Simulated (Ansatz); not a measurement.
The parent structure is GaN in the wurtzite structure (space group P6_3mc, No. 186).

```yaml
crystal:
  lattice:
    - [3.18259, 0.00000, 0.00000]
    - [-1.59130, 2.75621, 0.00000]
    - [0.00000, 0.00000, 5.18548]
  atoms:
    - { symbol: Ga, position: [0.66667, 0.33333, 0.00091] }
    - { symbol: Ga, position: [0.33333, 0.66667, 0.50091] }
    - { symbol: N, position: [0.66667, 0.33333, 0.62429] }
    - { symbol: N, position: [0.33333, 0.66667, 0.12429] }
```

All numbers come from PBEsol, PAW, 420 eV (Ansatz, an electronic-structure program; no spin-orbit coupling).

Carriers are added at fixed cell with a uniform background; the Fermi–Dirac width is that of 300 K.

One change was made to it. Results:

```tsv
quantity	base	after
gap between the host's bands	1.88 eV	1.91 eV
gap character	direct at Γ	direct at Γ
Fermi level relative to the doped band's edge (positive inside the band; to 0.05 eV)	–	+0.20 eV
```

### Question
What was done to the base?
(A) holes 5.0×10^21 cm⁻³
(B) electrons 1.0×10^22 cm⁻³
(C) electrons 7.0×10^21 cm⁻³
(D) holes 7.0×10^21 cm⁻³
(E) holes 1.5×10^21 cm⁻³

### Answer
E, holes 1.5×10^21 cm⁻³. For comparison, the gap between the host's bands in the other runs: electrons 1.0×10^22 cm⁻³ gives 1.74 eV; electrons 7.0×10^21 cm⁻³ gives 1.77 eV; holes 7.0×10^21 cm⁻³ gives 2.03 eV; holes 5.0×10^21 cm⁻³ gives 1.99 eV.

Charged cell with a jellium background: band edges are those of the host's band count, energies are not comparable with the neutral cell, and many-body gap narrowing is missing. Whether these cells are dynamically stable was not tested.
